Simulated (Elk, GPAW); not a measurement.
An Elk input for a self-consistent single point of GaCuSeS (I2_12_12_1, 8 atoms in the cell) (DFT, PBEsol, all-electron FP-LAPW, Elk's shipped species files, APW+lo basis with extra local orbitals):

```
tasks
  0

xctype
  22

rgkmax
  7.5

gmaxvr
  14.0

nxlo
  2

lorbcnd
  .true.

rmtscf
  0.88

lmaxi
  2

stype
  3

swidth
  0.000734986

avec
   -5.1693458139    5.1761299307   10.2685638913
    5.1693458139   -5.1761299307   10.2685638913
    5.1693458139    5.1761299307  -10.2685638913

sppath
  './'

atoms
  4   : nspecies
  'Ga.in'   : spfname
  2   : natoms; atposl, bfcmt below
  0.1303700000  0.8803700000  0.2500000000    0.0 0.0 0.0
  0.3696300000  0.6196300000  0.7500000000    0.0 0.0 0.0
  'Cu.in'   : spfname
  2   : natoms; atposl, bfcmt below
  0.6362000000  0.3862000000  0.2500000000    0.0 0.0 0.0
  0.8638000000  0.1138000000  0.7500000000    0.0 0.0 0.0
  'Se.in'   : spfname
  2   : natoms; atposl, bfcmt below
  0.2500000000  0.4920100000  0.2420100000    0.0 0.0 0.0
  0.7500000000  0.0079900000  0.2579900000    0.0 0.0 0.0
  'S.in'   : spfname
  2   : natoms; atposl, bfcmt below
  0.4994200000  0.2500000000  0.7494200000    0.0 0.0 0.0
  0.0005800000  0.7500000000  0.7505800000    0.0 0.0 0.0

ngridk
  3 3 3
```

Q: Give the GPAW input for the same structure, mesh, smearing and functional.

A: One input that does it (others would too):

```python
from ase import Atoms
from ase.units import GPa
from gpaw import GPAW, PW, FermiDirac

atoms = Atoms(['Ga', 'Ga', 'Cu', 'Cu', 'Se', 'Se', 'S', 'S'],
              cell=[[-2.735500, 2.739090, 5.433890],
                    [2.735500, -2.739090, 5.433890],
                    [2.735500, 2.739090, -5.433890]],
              scaled_positions=[[0.130370, 0.880370, 0.250000],
                                [0.369630, 0.619630, 0.750000],
                                [0.636200, 0.386200, 0.250000],
                                [0.863800, 0.113800, 0.750000],
                                [0.250000, 0.492010, 0.242010],
                                [0.750000, 0.007990, 0.257990],
                                [0.499420, 0.250000, 0.749420],
                                [0.000580, 0.750000, 0.750580]],
              pbc=True)

calc = GPAW(mode=PW(800),
            xc='PBEsol',
            kpts=(3, 3, 3),
            occupations=FermiDirac(0.02),
            nbands=-4,
            convergence={'bands': -2},
            symmetry={'symmorphic': False, 'tolerance': 0.0005},
            maxiter=120)

atoms.calc = calc

energy = atoms.get_potential_energy()
print('Energy (eV):', round(energy, 6))
forces = atoms.get_forces()
print('Forces (eV/Ang):')
print(forces.round(5))
stress = atoms.get_stress()
print('Stress (GPa, Voigt):', (stress / GPa).round(4))
```

Basis settings and potentials, where a program has them, do not carry over. This input uses DFT PBEsol, plane waves, GPAW PAW datasets PBEsol (made by gpaw-setup).

The starting cell comes from a database of computed structures (which also holds hypothetical and non-ambient phases and stackings), without a prior relaxation at this level.
